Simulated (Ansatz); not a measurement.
Here is the system:

```
SiC
1.0
    2.99473     0.00000     0.00000
   -1.49737     2.66329     0.00000
    0.00000     0.00000     5.04816
Si C
2 2
Cartesian
  1.49737   0.88612  -0.00104
  0.00000   1.77717   2.52304
  1.49737   0.87610   3.15716
  0.00000   1.78720   0.63307
```

No spin polarisation.

Method: Ansatz (a program for electronic structure) r2SCAN, without spin-orbit coupling. k-mesh 12×12×7 (Γ-centred); smearing 0.05 eV (Fermi–Dirac).

Predict the pressure, smallest direct gap and band gap.

The pressure (mean of the normal stresses, compression positive) comes out as 6.45 GPa and the smallest direct gap comes out as 4.59 eV. The band gap is 2.37 eV.

The cells carry an imposed strain or load. No phonon test of stability was made. The cell was made from SiC in the wurtzite structure (space group P6_3mc, No. 186) by this change: uniaxial strain ε_xx = −2.62 %.
